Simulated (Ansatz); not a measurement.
The reference is GaAs in the zinc blende structure (space group F-43m, No. 216).

```yaml
crystal:
  lattice:
    - [0.00000, 2.82948, 2.82948]
    - [2.82948, 0.00000, 2.82948]
    - [2.82948, 2.82948, 0.00000]
  atoms:
    - { symbol: Ga, position: [0.00000, 0.00000, 0.00000] }
    - { symbol: As, position: [0.25000, 0.25000, 0.25000] }
```

Cartesian axes are those of the cell as printed.

Calculations: PBEsol (Ansatz, a program for electronic structure; PAW; 420 eV plane waves; no spin-orbit coupling).

For the base:

| Quantity | Value |
|---|---|
| Pressure | 0.0 kbar |

One thing is altered: biaxial strain +0.83 %, plane normal [111], relaxed out of plane (Cartesian); in-plane vectors clamped, the third vector and the atoms free.

Question: How does this affect the pressure, out-of-plane strain and energy relative to the base?

Answer: The pressure (mean of the normal stresses, compression positive) goes from zero to -8.5 kbar; the out-of-plane strain is -0.37 %; the energy goes up by 1.5 meV/atom.

Stability against distortions was not tested.
